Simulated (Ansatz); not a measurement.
The reference is InAs in the zinc blende structure (space group F-43m, No. 216; a = 6.0873 Å).

Calculations: Kohn–Sham DFT with the PBEsol functional, run in Ansatz (a quantum-chemistry and plane-wave program) with PAW and 420 eV plane waves, no SOC.

Before the change:

| Item | Result |
|---|---|
| Pressure | 0.0 GPa |
| Band gap | zero |

The change: every lattice vector is stretched by 1.50 %; the atoms relax in the strained cell.

Problem. Estimate the effect on the energy relative to the base.

Solution. The energy rises by 9.4 meV/atom.

Problem. What happens to the pressure?

Solution. The pressure goes from zero to -2.2 GPa.

Problem. What does the calculation give for the band gap after the change?

Solution. The band gap stays zero.

No phonon test of stability was made. The final runs are not spin-polarised. A zero or small gap of InAs can be the functional's error rather than a property of the material.
